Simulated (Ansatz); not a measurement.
## YSi₂ (model structure, started from the AlB2 type, P6/mmm, No. 191, 3 atoms in the cell)

Calculation: PBEsol in Ansatz (plane waves, PAW).

Numerical settings: plane-wave cutoff 500 eV, 12×12×10 k mesh (along the axes of the cell as run), Fermi–Dirac smearing 0.05 eV, scalar-relativistic PAW data made under PBE.

Cell (relaxed at this level):

```
CELL_PARAMETERS angstrom
      4.06648     0.00000     0.00000
     -2.03324     3.52167     0.00000
      0.00000     0.00000     3.89254
ATOMIC_POSITIONS crystal
  Y  0.00000 0.00000 0.00000
  Si 0.33333 0.66667 0.50000
  Si 0.66667 0.33333 0.50000
```

For YSi₂ (model structure, started from the AlB2 type, P6/mmm, No. 191, 3 atoms in the cell), the band gap comes out as none.

Spin–orbit coupling is not included.

The computed numbers hold no vibrational or temperature effects.

Computing time: about 30 core-seconds (a rough figure).

A model structure was made by putting elements into a prototype or built by hand; here it ended with the formula and space group of a phase in our tables.

Ansatz is a program for electronic structure.
